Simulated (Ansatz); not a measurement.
Results of LDA (plane waves, PAW; Ansatz, an electronic-structure program) for SnGe (model structure, started from the CsCl type, Pm-3m, No. 221, 2 atoms in the cell).

Settings: plane-wave cutoff 520 eV, 16×16×16 k mesh, Fermi–Dirac smearing 0.05 eV, scalar-relativistic PAW data made under PBE.

Cell (relaxed at this level):

```yaml
crystal:
  lattice:
    - [3.51060, 0.00000, 0.00000]
    - [0.00000, 3.51060, 0.00000]
    - [0.00000, 0.00000, 3.51060]
  atoms:
    - { symbol: Sn, position: [0.00000, 0.00000, 0.00000] }
    - { symbol: Ge, position: [0.50000, 0.50000, 0.50000] }
```

Give the computed bulk modulus B0.


- bulk modulus B0 = 67.0 GPa

The run finds no gap.

Note: the bulk modulus is −V dP/dV from two relaxed cells at ±2 % in volume; the relaxation could raise the start's symmetry but not lower it, so the cell can be a saddle point.

Spin–orbit coupling is not included; it can open a gap where bands touch, and shift volumes and moduli.

The computed numbers hold no vibrational or temperature effects.

Computing time: roughly 60 core-seconds.

A model structure was made by putting elements into a prototype or built by hand; it is no filed structure, need not be a known phase, and can be a saddle point held by its symmetry.
